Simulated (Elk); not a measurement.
Band structure of TiC (Fm-3m, 2 atoms in the cell).

```xyz
2
Lattice="0.0000 2.1780 2.1780 2.1780 0.0000 2.1780 2.1780 2.1780 0.0000" Properties=species:S:1:pos:R:3 pbc="T T T"
Ti     0.0000     0.0000     0.0000
C      2.1780     2.1780     2.1780
```

Computed with Elk with PBE, all-electron FP-LAPW, Elk's shipped species files, APW+lo basis with extra local orbitals.

Settings: xctype = 20; rgkmax = 8; stype = 0; swidth = 0.00734986 Ha; ngridk = 13 13 13; gmaxvr = 16 1/bohr; nxlo = 2; lorbcnd = true; rmtscf = 0.92; lmaxi = 2.

The starting cell has typed, rounded lattice constants, without a prior relaxation at this level. Its lattice was rescaled by a random factor within 2.5 % of one. Spin polarisation is off. Values depend on the basis (sphere radii, cutoffs, local orbitals), which need not be converged.

Levels in eV from the Fermi level, bands 5 to 12:
| point | 5 | 6 | 7 | 8 | 9 | 10 | 11 | 12 |
|---|---|---|---|---|---|---|---|---|
| Γ | -12.30 | 0.68 | 0.68 | 0.68 | 1.68 | 1.68 | 1.68 | 1.71 |
| X | -10.02 | -3.41 | -1.59 | -0.03 | -0.03 | 2.69 | 3.45 | 3.45 |
| W | -9.44 | -3.11 | -3.11 | -2.65 | 2.74 | 2.74 | 3.46 | 5.02 |
| K | -9.51 | -3.43 | -3.32 | -1.68 | 1.44 | 3.08 | 3.75 | 5.35 |
| L | -8.88 | -5.77 | -2.83 | -2.83 | 2.87 | 2.87 | 4.02 | 8.03 |
| U | -9.51 | -3.43 | -3.32 | -1.68 | 1.44 | 3.08 | 3.75 | 5.35 |

Bands cross the Fermi level along this path, so the cell is metallic at this level.
